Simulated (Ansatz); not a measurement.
**PBE against r2SCAN: hypothetical zinc blende NaCl, tensor shear ε_xy = −1.74 %**

Consider NaCl in the zinc blende structure (space group F-43m, No. 216; a = 6.254 Å; a hypothetical phase, not in the database extracts checked). Axes: x, y, z lie along the cube axes.

(Cell as relaxed with PBE.)

Levels (all Ansatz, a program for electronic structure, PAW): PBE (420 eV, no spin-orbit coupling); r2SCAN (500 eV, without spin-orbit coupling).

Each level relaxes its own structure.

```csv
base,PBE,r2SCAN
volume per atom,30.57 Å³,29.45 Å³
lattice parameter a,6.254 Å,6.177 Å
band gap,4.85 eV,5.55 eV
```

The change: tensor shear ε_xy = −1.74 % (engineering shear γ = -0.0348); the atoms relax in the strained cell.

| quantity | PBE | r2SCAN |
|---|---|---|
| valence-band top at Γ (three highest levels, from the VBM) | 0.00, -0.04, -0.08 eV | (withheld) |
| electron mass | 0.49 mₑ (at Γ) | (withheld) |
| energy relative to the base (free energy F) | +0.7 meV/atom | (withheld) |

Given the PBE results, estimate those of r2SCAN.


- valence-band top at Γ (three highest levels, from the VBM), r2SCAN: 0.00, -0.05, -0.09 eV
- electron mass, r2SCAN: 0.48 mₑ (at Γ)
- energy relative to the base (free energy F), r2SCAN: +0.6 meV/atom

The two differ in detail. Neither level is exact; r2SCAN is the comparison here, not a measurement.

Effective masses come from finite differences of ±0.01 Å⁻¹. Stability against distortions was not tested.
